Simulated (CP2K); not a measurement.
Worked example: self-consistent single point of Li (Im-3m, 1 atom in the cell) in CP2K.

Computed with CP2K 2026.2 with vdW-DF2, GPW, DZVP-MOLOPT-SR-GTH basis, GTH-PBE potentials (GTH_POTENTIALS).

```
Li
1.0
    3.00951     0.00000     0.00000
   -1.00317     2.83739     0.00000
   -1.00317    -1.41870     2.45725
Li
1
Direct
  0.00000   0.00000   0.00000
```

Reference input (self-consistent single point, DFT PBE, GPW, DZVP-MOLOPT-SR-GTH basis, GTH-PBE potentials (GTH_POTENTIALS)): CUTOFF = 400 Ry; REL_CUTOFF = 50 Ry; SMEAR/METHOD = MARZARI_VANDERBILT; SIGMA = 0.272 eV; KPOINTS/SCHEME = MONKHORST-PACK 11 11 11; XC_FUNCTIONAL = PBE; Li/BASIS_SET = DZVP-MOLOPT-SR-GTH-q3; Li/POTENTIAL = GTH-PBE-q3; METHOD = GPW; EPS_DEFAULT = 1e-11; NGRIDS = 4; SCF_GUESS = ATOMIC. This run's input differs from it in these lines:

```diff
@@ -43,4 +43,16 @@
     &XC
-      &XC_FUNCTIONAL PBE
+      &XC_FUNCTIONAL
+        &GGA_X_RPW86
+        &END GGA_X_RPW86
+        &PW92
+        &END PW92
       &END XC_FUNCTIONAL
+      &VDW_POTENTIAL
+        DISPERSION_FUNCTIONAL NON_LOCAL
+        &NON_LOCAL
+          TYPE LMKLL
+          KERNEL_FILE_NAME vdW_kernel_table.dat
+          CUTOFF 100
+        &END NON_LOCAL
+      &END VDW_POTENTIAL
     &END XC
```

The program printed (abridged):

```
 SCF WAVEFUNCTION OPTIMIZATION

  Step     Update method      Time    Convergence         Total energy    Change
     1 NoMix/Diag. 0.20E+00      -     0.46843785        -7.6235053401 -7.62E+00
     2 Broy./Diag. 0.20E+00      -     0.00142262        -7.5834055046  4.01E-02
     3 Broy./Diag. 0.20E+00      -     0.00638591        -7.5817067836  1.70E-03
     4 Broy./Diag. 0.20E+00      -     0.00068322        -7.5814410622  2.66E-04
     5 Broy./Diag. 0.20E+00      -     0.00134912        -7.5809086860  5.32E-04
     6 Broy./Diag. 0.20E+00      -     0.00005219        -7.5808488615  5.98E-05
     7 Broy./Diag. 0.20E+00      -     0.00010331        -7.5808108534  3.80E-05
     8 Broy./Diag. 0.20E+00      -     0.00000070        -7.5808082580  2.60E-06
     9 Broy./Diag. 0.20E+00      -     0.00000176        -7.5808077084  5.50E-07
    10 Broy./Diag. 0.20E+00      -     0.00000009        -7.5808076729  3.55E-08
  *** SCF run converged in    10 steps ***

  Overlap energy of the core charge distribution:               0.00000000000000
  Self energy of the core charge distribution:                 -6.34713281491226
  Core Hamiltonian energy:                                      0.30844623592811
  Hartree energy:                                               0.39496846050565
  Exchange-correlation energy:                                 -1.95803686750107
  Dispersion energy:                                            0.02094010478023
  Smearing free energy correction:                              0.00000720831686
  Fermi energy:                                                 0.00834508420841

  Total energy:                                                -7.58080767288519

                     Mulliken Population Analysis

   [... lines left out ...]

 STRESS| Analytical stress tensor [bar]
 STRESS|                        x                   y                   z
 STRESS|      x       -6.89817065022E+03  -3.04483055799E+01  -5.27263803421E+01
 STRESS|      y       -3.04483055799E+01  -6.91966660767E+03  -7.45692101775E+01
 STRESS|      z       -5.27263803421E+01  -7.45692101775E+01  -7.00579952272E+03
 STRESS| 1/3 Trace                                            -6.94121226021E+03
```

The run converged in 10 iterations. Against the reference run the pressure goes from 0.00 to -0.69 GPa.

The starting cell comes from a database of computed structures (which also holds hypothetical and non-ambient phases and stackings), without a prior relaxation at this level. Its lattice was rescaled by a random factor within 2.5 % of one. Values carry the incompleteness of an atom-centred basis. The potentials were made for another functional than the one used.

Cost on one core of a shared machine: roughly 70 s.
